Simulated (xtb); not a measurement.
xtb 6.7.1, GFN2-xTB: Mo(NH)2(OMe)(NH2) (C[O][Mo](=[NH])(=[NH])[NH2]), 13 atoms. The geometry is a generated start, not checked to be a minimum at this level.

* **method**: GFN2-xTB
* **--acc**: 1 (default)
* **--etemp (K)**: 300 (default)
* **detailed input (--input)**: none: ANC optimiser, Lindh (1995) Hessian, microcycle=20, maxdispl=1.0, hlow=0.01 (default)
* **basis functions**: 37
* **valence electrons**: 38

```xyz
13

Mo    -0.5690     0.4553    -0.1492
N     -2.0025    -0.5159    -0.3241
H     -2.8396    -1.0016    -0.6244
N     -0.4356     1.7242    -1.3316
H     -0.4951     2.3654    -2.1146
O      0.8874    -0.5786    -0.0802
C      1.8157    -1.5938    -0.2202
H      2.1237    -1.6835    -1.2742
H      2.7074    -1.3814     0.3891
H      1.3836    -2.5541     0.1061
N     -0.7733     1.3805     1.5439
H     -1.3148     1.0434     2.3410
H     -0.4878     2.3401     1.7384
```

Charge 0 and multiplicity 1 are set for this test and not shown to be the ground state.

The structure is relaxed from this start with --opt LEVEL for the levels crude, sloppy, loose, lax, normal, tight, vtight, extreme, once each. Up to the end of the extreme run atoms move by at most 0.57 Å along an axis.

Problem. Choose the cheapest level whose final energy lies within 5 meV of that of extreme.

Solution. normal: 12 cycles against 83, ending 1.4 meV above.

```json
[
 {"level": "crude", "cycles": "1", "energy above the extreme run (meV)": "7.5", "gradient norm (eV/Å)": "0.085"},
 {"level": "sloppy", "cycles": "1", "energy above the extreme run (meV)": "7.5", "gradient norm (eV/Å)": "0.085"},
 {"level": "loose", "cycles": "1", "energy above the extreme run (meV)": "7.5", "gradient norm (eV/Å)": "0.085"},
 {"level": "lax", "cycles": "1", "energy above the extreme run (meV)": "7.5", "gradient norm (eV/Å)": "0.085"},
 {"level": "normal", "cycles": "12", "energy above the extreme run (meV)": "1.4", "gradient norm (eV/Å)": "0.031"},
 {"level": "tight", "cycles": "27", "energy above the extreme run (meV)": "0.42", "gradient norm (eV/Å)": "0.0099"},
 {"level": "vtight", "cycles": "59", "energy above the extreme run (meV)": "0.051", "gradient norm (eV/Å)": "0.0016"},
 {"level": "extreme", "cycles": "83", "energy above the extreme run (meV)": "—", "gradient norm (eV/Å)": "0.00089"}
]
```
